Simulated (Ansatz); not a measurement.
Base system: Mo₃Ir in the A15 (Cr3Si type) structure (space group Pm-3n, No. 223; a = 4.940 Å; a cell from a computed database, its experimental status unchecked).

Calculations: plane-wave PAW DFT at the PBEsol level (Ansatz, a quantum-chemistry and plane-wave program, 420 eV), no SOC.

One change was made to it. Results:

The density goes up by 0.03 g/cm³ (13.22 g/cm³ → 13.25 g/cm³); the band gap stays zero.

### Question
Name the change that was made.
A) pressure 5 GPa
B) pressure 3 GPa
C) pressure 7.5 GPa
D) pressure 0.7 GPa
E) pressure 10 GPa

### Answer
D, pressure 0.7 GPa. For comparison, the density in the other runs: pressure 10 GPa gives 13.64 g/cm³; pressure 7.5 GPa gives 13.54 g/cm³; pressure 3 GPa gives 13.35 g/cm³; pressure 5 GPa gives 13.44 g/cm³.

Load acts through the strain it causes; cell and atoms are relaxed under it. No phonon test of stability was made. Competing high-pressure phases were not computed. The final runs are not spin-polarised.
